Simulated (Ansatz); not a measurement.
A computed series for ZnS: pressure series

Take ZnS in the wurtzite structure (space group P6_3mc, No. 186) as the base.

```cif
data_S2Zn2
_chemical_formula_sum 'Zn2 S2'
_space_group_name_H-M_alt 'P 1'
_space_group_IT_number 1
_cell_length_a 3.80610
_cell_length_b 3.80610
_cell_length_c 6.24474
_cell_angle_alpha 90.000
_cell_angle_beta 90.000
_cell_angle_gamma 120.000
loop_
_space_group_symop_operation_xyz
  'x, y, z'
loop_
_atom_site_label
_atom_site_type_symbol
_atom_site_fract_x
_atom_site_fract_y
_atom_site_fract_z
_atom_site_occupancy
Zn1 Zn 0.66667 0.33333 0.99975 1
Zn2 Zn 0.33333 0.66667 0.49975 1
S1 S 0.66667 0.33333 0.62545 1
S2 S 0.33333 0.66667 0.12545 1
```

Cell and atoms are relaxed at each pressure.

Method: r2SCAN/PAW in Ansatz (a first-principles code), no spin-orbit coupling.

```tsv
pressure (GPa)	volume per atom (Å³/atom)
-2	20.122
-1	19.843
0	19.586
0.3	19.512
0.7	19.416
1.5	?
3	18.901
5	18.510
7.5	18.071
```

Fit the third-order Birch–Murnaghan form P(V) = (3B₀/2)[(V₀/V)^(7/3) − (V₀/V)^(5/3)]·[1 + (3/4)(B₀′ − 4)((V₀/V)^(2/3) − 1)] (squares taken in P) to the rows shown and predict the withheld row.

Least squares on the printed values gives V₀ = 19.585 Å³/atom, B₀ = 78.4 GPa, B₀′ = 4.3; this predicts 19.228 Å³/atom, and the run gives 19.228 Å³/atom, in agreement.

Load acts through the strain it causes; cell and atoms are relaxed under it. Whether these cells are dynamically stable was not tested. Tetrahedral semiconductors of this kind turn to denser phases somewhere between about 1 and 50 GPa; those were not computed, so compressed cells here can lie past the real transition.
